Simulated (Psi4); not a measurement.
Psi4 1.11, BP86/def2-svp: Ti(F)3(OtBu) (CC(C)(C)[O][Ti]([F])([F])[F]), 18 atoms. The geometry is a generated start, not checked to be a minimum at this level.

```yaml
task: energy
method: bp86
basis: def2-svp
memory: 3 GB
maxiter: 100
keys_of_the_molecule_block: symmetry c1
scf_type: df (default)
guess: auto, which took SAD (default)
scf_initial_accelerator: adiis (default)
e_convergence: 1e-06 (default)
d_convergence: 1e-06 (default)
dft_radial_points: 75 (default)
dft_spherical_points: 302 (default)
basis_functions: 188
grid_points: 379955
```

```xyz
18

Ti    -0.6873     1.3673     1.7678
F      0.9612     1.6011     2.1792
F     -1.4352     0.5928     3.1079
F     -1.3523     2.9045     1.3829
O     -0.9824     0.3779     0.4468
C     -0.0717    -0.2872    -0.3856
C      0.7497    -1.2437     0.4987
C     -0.8467    -1.0641    -1.4571
C      0.8340     0.7785    -1.0291
H      1.4526    -1.8179    -0.1002
H      0.0693    -1.9284     1.0085
H      1.2981    -0.6656     1.2514
H     -1.5185    -1.7712    -0.9756
H     -0.1662    -1.6024    -2.1102
H     -1.4408    -0.3713    -2.0483
H      1.3768     1.3199    -0.2455
H      0.2136     1.4884    -1.5790
H      1.5456     0.3215    -1.7126
```

Charge 0 and multiplicity 1 are set for this test and not shown to be the ground state.

One run each on 2 threads. Values of diis_max_vecs tried: 3, 6, 10 (default), 20.

Task: How does the count of SCF iterations change with diis_max_vecs, and where is it least?

Result: Fewest SCF iterations, within one of each other: 10 (default) with 12, 20 with 12. The count rises to 14 at 6. The run ends without SCF convergence in 100 iterations at 3.

```tsv
diis_max_vecs	SCF iterations	end
3	100	no convergence
6	14	same solution
10 (default)	12	same solution
20	12	same solution
```
